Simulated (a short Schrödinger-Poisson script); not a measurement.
## Symmetric double-gate stack, SiO2 on p-type Si(100)

System: symmetric double-gate stack, SiO2 on p-type Si(100), at 400 K.

```csv
layer,material,thickness (nm),Na (cm⁻³)
1,SiO2,3.1,-
2,Si,10,1e16
3,SiO2,3.1,-
```

The device is made up for the run: typed textbook-type constants, with dimensions and the other settings drawn at random. SiO2: permittivity 3.9, conduction-band edge (eV) 3.15, gap (eV) 9, electron mass (mₑ) 0.5. Si: permittivity 11.7, conduction-band edge (eV) 0, gap (eV) 1.124, Nv at 300 K (cm⁻³) 3.1e19.

Channel valleys (confinement mass, in-plane density-of-states mass, number): Δ2 0.916, 0.19, 2; Δ4 0.19, 0.417, 4. At the gates, both at one voltage, the conduction-band edge of layer 1 lies 3.55 eV − eVg above the Fermi level of the channel. Gaps are held at their typed values at every temperature. Mesh 0.03 nm at interfaces.

Solved with a short Schrödinger-Poisson script written for these runs: 1D Poisson equation in equilibrium, electrons quantum, Hartree (BenDaniel-Duke, 12 states a valley, the channel's in-plane mass for all, wave functions ending at the dielectric), parabolic valleys, classical holes, full ionisation, no traps, pinning or gate leakage.

```csv
Vg (V),electrons (cm⁻²),C (μF/cm²),Δ2 E0 (meV),Δ2 E1 (meV),Δ4 E0 (meV),Δ4 E1 (meV)
-0.1,1.34e7,< 0.003,505.0,517.3,520.7,580.0
0.1,4.38e9,0.0204,305.4,317.7,321.1,380.4
0.3,4.48e11,0.956,146.4,156.8,162.1,219.7
0.5,2.08e12,1.52,93.5,98.9,111.2,163.0
0.7,4.10e12,1.69,67.5,69.6,90.6,136.9
0.9,6.27e12,1.78,48.3,49.2,78.8,120.7
1.1,8.52e12,1.83,32.8,33.1,71.1,109.4
1.3,1.08e13,1.87,19.6,19.8,65.4,100.8
1.5,1.32e13,1.90,8.1,8.2,61.0,94.0
1.7,1.56e13,1.92,-2.2,-2.1,57.4,88.4
1.9,1.80e13,1.94,-11.6,-11.5,54.4,83.6
```

Subbands count from the Fermi level. The capacitance is that of both gates.
